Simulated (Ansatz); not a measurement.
Consider PtSe₂ in the CdI2 type structure (space group P-3m1, No. 164; a = 3.772 Å, c = 4.821 Å; layered; relaxed with 0.1 eV smearing).

Level of theory: Ansatz (a first-principles code), PBE-D3(BJ), PAW, cutoff 420 eV, no SOC.

For the base:

* **Pressure**: 0.0 GPa

The change: every lattice vector is stretched by 1.50 %; the atoms relax in the strained cell.

Problem. Predict the new energy relative to the base.

Solution. The energy increases by 9.6 meV/atom.

Problem. Predict the new pressure.

Solution. The pressure (mean of the normal stresses, compression positive) goes from zero to -3.2 GPa.

Stability against distortions was not tested. The final runs are not spin-polarised.
